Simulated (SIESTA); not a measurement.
Band structure of Sb (Pm-3m, 1 atom in the cell).

```yaml
crystal:
  lattice:
    - [3.15148, 0.00000, 0.00000]
    - [0.00000, 3.15148, 0.00000]
    - [0.00000, 0.00000, 3.15148]
  atoms:
    - { symbol: Sb, position: [0.00000, 0.00000, 0.00000] }
```

Method of the run: GGA PBEsol, numerical atomic orbitals DZP, PseudoDojo PBEsol standard norm-conserving potentials (rewritten from UPF to PSML) run with SIESTA 5.4.2.

Settings: XC.functional = GGA; XC.authors = PBEsol; potentials = PseudoDojo PBEsol standard; PAO.BasisSize = DZP; PAO.EnergyShift = 0.01 Ry; MeshCutoff = 300 Ry; kgrid.MonkhorstPack = 14 14 14; OccupationFunction = MP; OccupationMPOrder = 0; ElectronicTemperature = 3156.43 K; MaxSCFIterations = 150; SCF.Mixer.Method = Pulay; SCF.Mixer.Weight = 0.2; SCF.Mixer.History = 8.

The starting cell comes from a database of computed structures (which also holds hypothetical and non-ambient phases and stackings), without a prior relaxation at this level. Its lattice was rescaled by a random factor within 2.5 % of one. Spin-orbit coupling is off. Values carry the incompleteness of an atom-centred basis.

Levels in eV from the Fermi level, bands 4 to 9:
```json
[
 {"point": "Γ", "4": "-29.07", "5": "-29.07", "6": "-11.91", "7": "3.36", "8": "3.36", "9": "3.36"},
 {"point": "X", "4": "-29.08", "5": "-29.05", "6": "-9.78", "7": "-5.25", "8": "5.17", "9": "5.17"},
 {"point": "M", "4": "-29.11", "5": "-29.03", "6": "-7.41", "7": "-3.28", "8": "-3.28", "9": "2.54"},
 {"point": "R", "4": "-29.04", "5": "-29.04", "6": "-4.86", "7": "-1.44", "8": "-1.44", "9": "-1.44"}
]
```

Bands cross the Fermi level along this path, so the cell is metallic at this level.

Higher empty bands are left out: an atom-centred basis made for the valence describes them poorly.
